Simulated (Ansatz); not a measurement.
For Y3Si5 (model structure, started from the Yb3Si5 type, P-62m, No. 189, 8 atoms in the cell), LDA in Ansatz (PAW) gives:

```
Quantity                    Value
-------------------  ------------
lattice parameter a       6.465 Å
lattice parameter c       4.110 Å
bulk modulus             91.7 GPa
cohesive energy      5.94 eV/atom
```

Q: What does r²SCAN (plane waves, PAW; Ansatz, a quantum-chemistry and plane-wave program) give for the same quantities?

A: 
- lattice constant a: 6.641 Å (grows by 2.7 %)
- lattice parameter c: 4.162 Å (grows by 1.3 %)
- bulk modulus: 76.0 GPa (shrinks by 17 %)
- cohesive energy: 5.17 eV/atom (decreases by 0.77 eV/atom)

Changes are worked out from the printed values.

Unless a cell is named, each level is at its own relaxed cell (LDA 18.59, r²SCAN 19.87 Å³/atom).

The crystal itself was run without spin with LDA, r²SCAN; a magnetic state was not tried in these runs.

Caveats: the bulk modulus is −V dP/dV from two relaxed cells at ±2 % in volume (LDA, r²SCAN). Ansatz's density-functional and Hartree–Fock values are scalar-relativistic unless marked +SOC, with PAW data made under PBE.

A model structure was made by putting elements into a prototype or built by hand; it is no filed structure, need not be a known phase, and can be a saddle point held by its symmetry.
